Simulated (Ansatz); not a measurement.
# BAs in the zinc blende structure (space group F-43m, No. 216)

```cif
data_AsB
_chemical_formula_sum 'As1 B1'
_space_group_name_H-M_alt 'P 1'
_space_group_IT_number 1
_cell_length_a 3.38274
_cell_length_b 3.38274
_cell_length_c 3.38274
_cell_angle_alpha 60.000
_cell_angle_beta 60.000
_cell_angle_gamma 60.000
loop_
_space_group_symop_operation_xyz
  'x, y, z'
loop_
_atom_site_label
_atom_site_type_symbol
_atom_site_fract_x
_atom_site_fract_y
_atom_site_fract_z
_atom_site_occupancy
As1 As 0.25000 0.25000 0.25000 1
B1 B 0.00000 0.00000 0.00000 1
```

Method: Ansatz (a first-principles code), r2SCAN, PAW, cutoff 500 eV, no SOC. Settings: 12×12×12 k-points, 0.05 eV Fermi–Dirac smearing.

```yaml
volume_per_atom: 13.69 Å³
density: 5.20 g/cm³
band_gap: 1.38 eV, indirect, Γ → Γ–X (76 % along)
electron_mass: 1.1 mₑ along k, 0.21 mₑ across
Hole mass (degenerate bands, along [100]): 0.21, 0.22, 0.22 mₑ
Lowest conduction-band minima above the VBM: a point along ⟨100⟩, about 1.0 Å⁻¹ from Γ 1.38 eV
total_energy: -2510.671 eV/atom (σ→0; compares only within this code and set-up)
```

Masses are band curvatures over ±0.01 Å⁻¹ around the edge. Along k means along the line from Γ to the band edge. Whether these cells are dynamically stable was not tested.
